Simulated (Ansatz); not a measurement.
Candidates (primitive cells; geometry: relaxed with this functional, without spin-orbit coupling):
A. Lu (P6_3/mmc), a = 3.442 Å, b = 3.442 Å, c = 5.343 Å, α = 90.00°, β = 90.00°, γ = 120.00°
B. NbB2 (P6/mmm), a = b = 3.0937 Å, c = 3.2928 Å, α = β = 90.00°, γ = 120.00°
C. LiZn (Fd-3m), a = b = c = 4.281 Å, α = β = γ = 60.00°

Task: Put the candidates in order of logarithmic mean phonon energy, highest first, for PBEsol, DFPT electron-phonon coupling, linearised Boltzmann equation (Ansatz, a program for electronic structure).

Result: B (33 meV), C (17.0 meV), A (9.0 meV)

Metals; harmonic phonons. Halving the electron mesh moves these values by up to 2 %; q meshes are mostly untested. Some of the runs warned that the eigensolver left states short of its tolerance. Spin-orbit coupling is left out.

The missing spin-orbit coupling matters most for Lu (P6_3/mmc).
